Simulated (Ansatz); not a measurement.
## How far to go with the k-point mesh: GaSb (R3m, 2 atoms in the cell)

```xyz
2
Lattice="0.0000 3.0652 3.0652 3.0652 0.0000 3.0652 3.0652 3.0652 0.0000" Properties=species:S:1:pos:R:3 pbc="T T T"
Ga     0.0289     0.0289     0.0289
Sb     1.5326     1.5326     1.5326
```

Computed with PBEsol, default PAW files made with PBE (plane waves; Ansatz, a first-principles code).

Base settings: basis.ecutwfc = 30.9 Ry; kpoints.mp_grid.grid = 7 7 7; hamiltonian.xc = pbesol; hamiltonian.pseudopotentials = {kind: paw} (the program's default PAW files); scf.occupations.method = fermi_dirac; scf.occupations.width = 0.0015 Ry.

The second cell is the first with its lattice scaled by 0.98.

Only quantities that move along the ladder and can be compared are tabulated.

The count of work is k-points × plane waves × bands × iterations; it is no time. Core times come from one kind of shared machine, to one figure; runs under 30 s give none.

The starting cell has typed, rounded lattice constants, without a prior relaxation at this level. Its lattice was rescaled by up to half a per cent. One atom was moved a little off its site on purpose. Ansatz's pressure includes its estimate of the finite-basis (Pulay) stress. The run gives no clean gap (levels at the Fermi energy touch, overlap or are partly filled at this smearing), which alone does not show that the compound is a metal.

| kpoints.mp_grid.grid | free energy less the last step's (meV/atom) | energy of the compressed cell less the first (meV/atom) | pressure (GPa) | largest difference of a force vector from the last step's (eV/Å) | count of work / last | core time / last (rough) |
|---|---|---|---|---|---|---|
| 2 2 2 | 1192.14 | 89.19 | 8.95 | 0.365 | 0.0024 | – |
| 4 4 4 | 99.97 | 17.64 | 0.33 | 0.038 | 0.0052 | – |
| 6 6 6 | 16.40 | 13.09 | -0.31 | 0.011 | 0.013 | – |
| 7 7 7 | 7.69 | 12.77 | -0.37 | 0.006 | 0.018 | – |
| 9 9 9 | 2.06 | 12.69 | -0.41 | 0.003 | 0.034 | – |
| 11 11 11 | 0.67 | 12.73 | -0.42 | 0.001 | 0.058 | – |
| 13 13 13 | 0.25 | 12.76 | -0.42 | 0.001 | 0.093 | – |
| 16 16 16 | 0.07 | 12.77 | -0.42 | 0.000 | 0.17 | – |
| 20 20 20 | 0.01 | 12.78 | -0.43 | 0.000 | 0.31 | 0.4 |
| 25 25 25 | 0.00 | 12.78 | -0.43 | 0.000 | 0.59 | 0.6 |
| 27 27 27 | 0.00 | 12.78 | -0.43 | 0.000 | 0.73 | 0.5 |
| 30 30 30 | 0.00 | 12.78 | -0.43 | 0.000 | 1.0 | 1 |

Coarsest kpoints.mp_grid.grid that holds the free energy within 5 meV/atom of the last step, with all finer ones: 9 9 9, at 0.034 of the last step's count of work; the step before is off by 7.7 meV/atom.

Coarsest kpoints.mp_grid.grid that holds the pressure within 1 GPa of the last step, with all finer ones: 4 4 4, at 0.0052 of the last step's count of work; the step before is off by 9.4 GPa.

Coarsest kpoints.mp_grid.grid that holds the forces within 0.02 eV/Å of the last step, with all finer ones: 6 6 6, at 0.013 of the last step's count of work; the step before is off by 0.038 eV/Å.

The energy difference between the two cells stays within 1 meV/atom of the last step's from 6 6 6 on, the total only from 11 11 11 on: much of the error is common to both cells and cancels.

Keys are those of Ansatz 0.2.
